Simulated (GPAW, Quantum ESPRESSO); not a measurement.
A GPAW input for a self-consistent single point of KTaO3 (Pm-3m, 5 atoms in the cell) (DFT PBEsol, plane waves, GPAW PAW datasets PBEsol (made by gpaw-setup)):

```python
from ase import Atoms
from ase.units import GPa
from gpaw import GPAW

atoms = Atoms(['K', 'Ta', 'O', 'O', 'O'],
              cell=[[3.914982, 0.000000, 0.000000],
                    [0.000000, 3.914982, 0.000000],
                    [0.000000, 0.000000, 3.914982]],
              scaled_positions=[[0.500000, 0.500000, 0.500000],
                                [0.000000, 0.000000, 0.000000],
                                [0.000000, 0.500000, 0.000000],
                                [0.500000, 0.000000, 0.000000],
                                [0.000000, 0.000000, 0.500000]],
              pbc=True)

calc = GPAW(mode={'name': 'pw', 'ecut': 950},
            xc='PBEsol',
            kpts={'size': (6, 6, 6), 'gamma': True},
            occupations={'name': 'fixed-uniform'},
            nbands=-4,
            convergence={'density': 1e-05, 'energy': 1e-05, 'bands': -2},
            symmetry={'symmorphic': False, 'tolerance': 0.0005},
            maxiter=150,
            txt='-')

atoms.calc = calc

energy = atoms.get_potential_energy()
print('Energy (eV):', round(energy, 6))
forces = atoms.get_forces()
print('Forces (eV/Ang):')
print(forces.round(5))
stress = atoms.get_stress()
print('Stress (GPa, Voigt):', (stress / GPa).round(4))
```

### Question
Translate this input to Quantum ESPRESSO.

### Answer
One input that does it (others would too):

```fortran
&CONTROL
   calculation = 'scf'
   outdir = './tmp/'
   pseudo_dir = './'
   tprnfor = .true.
   tstress = .true.
/
&SYSTEM
   ibrav = 1
   celldm(1) = 7.3982437628
   nat = 5
   ntyp = 3
   ecutwfc = 85
   occupations = 'fixed'
   nbnd = 22
/
&ELECTRONS
   conv_thr = 1.0d-10
   mixing_beta = 0.3
/
ATOMIC_SPECIES
K     39.0983  K.upf
Ta   180.9479  Ta.upf
O     15.9990  O.upf
ATOMIC_POSITIONS {angstrom}
K     1.9574910000    1.9574910000    1.9574910000
Ta    0.0000000000    0.0000000000    0.0000000000
O     0.0000000000    1.9574910000    0.0000000000
O     1.9574910000    0.0000000000    0.0000000000
O     0.0000000000    0.0000000000    1.9574910000
K_POINTS {automatic}
6 6 6  0 0 0
```

Basis, cutoffs, solver keys and any potentials are the target program's own. This input uses DFT, PBEsol, plane waves, PseudoDojo standard norm-conserving (PBESOL) pseudopotentials. Both were run: gap on the mesh 2.194 eV in GPAW and 2.263 in Quantum ESPRESSO.

On GPAW: the starting cell comes from a database of computed structures (which also holds hypothetical and non-ambient phases and stackings), without a prior relaxation at this level. For this run, on top of that: lattice scaled by 0.98. Spin-orbit coupling is off.

On Quantum ESPRESSO: the starting cell comes from a database of computed structures (which also holds hypothetical and non-ambient phases and stackings), without a prior relaxation at this level. For this run, on top of that: lattice scaled by 0.98. Spin-orbit coupling is off. With a pressure of about 11 GPa the cell is away from its equilibrium volume at this level.
